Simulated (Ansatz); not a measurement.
Structures of equal composition on the (210) surface of germanium: no caps; rebonded: 1 pair of surface atoms bonded, no caps. The slabs share one bottom face, and each structure is named by its start. These are constructed structures in small cells; real faces may alloy, dewet or reconstruct in larger ones, and not all known structures of the face are among them. Slabs of about 12 Å with all that they carry, Fermi-Dirac smearing of 0.025 eV. Bottom of the slabs: built like the top, H on every dangling bond, free. Relaxed from the named starts with such symmetry as they have, on meshes of like density; energies extrapolated to zero smearing; no spin-orbit coupling, no U. Spin-polarised runs, if any, are marked in brackets, and their order is one that fits the cell; the others ran without spin. Where a second, spin-polarised start was run, the lower counts.

Level of theory: r2SCAN, at the PBE geometry (plane waves to 500 eV, PAW; Ansatz, a quantum-chemistry and plane-wave program).

Question: Order them by energy per 1x1 cell (lowest first) at the level r2SCAN, at the PBE geometry.

Answer: no caps (0.000 eV, gap 0.37 eV on the mesh), rebonded: 1 pair of surface atoms bonded, no caps (0.171 eV (like top atoms buckled by 0.5 Å), gap 0.37 eV on the mesh)
